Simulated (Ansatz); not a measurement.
Take Ta in the bcc (W type) structure (space group Im-3m, No. 229; a = 3.3061 Å; relaxed with 0.1 eV smearing) as the base. Axes: x, y, z lie along the cube axes.

Calculations: r2SCAN/PAW in Ansatz (a quantum-chemistry and plane-wave program), no spin-orbit coupling.

Modification: every lattice vector is stretched by 3.00 %, atoms relaxed at fixed cell.

Question: Predict the stress tensor and what it implies for the stiffness.

Answer: Stress of the strained cell less that of the base (GPa, compression positive):
```
  -15.2     0.0     0.0
    0.0   -15.2     0.0
    0.0     0.0   -15.2
```

Then B = −ΔP/(ΔV/V₀) with ΔV/V₀ = 0.0927 gives secant stiffness values (nonlinear terms included at this strain): B ≈ 164 GPa.

As a check, the harmonic strain energy −½ V₀ Δσ:ε is 77 meV/atom; the computed energy rise is 85 meV/atom.

Stability against distortions was not tested. All final runs are without spin polarisation.
